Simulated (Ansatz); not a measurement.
A (9,0) ZnO nanotube has 36 atoms in a period of 5.651 Å, a mean diameter of 9.49 Å, and lies 22 meV/atom over the flat sheet relaxed at the same level.

Computed with PBE (plane waves to 420 eV, PAW; Ansatz, a first-principles code). Mesh 1×1×6. No spin polarisation. Periodic along z alone, with about 11 Å of vacuum beside it. A hypothetical model, rolled from the flat sheet. Symmetry and one short period hold its shape; lower forms weren't sought.

### Question
Which bending rigidity of the sheet does this imply in the thin-plate picture?

### Answer
A plate bent to radius R stores D/(2R²) an area. The area an atom is π × 9.49 × 5.651/36 = 4.68 Å², so the stored energy is 0.022/4.68 = 0.0047 eV/Å². With R = 4.745 Å, D = 2R² × 0.0047 = 0.21 eV.
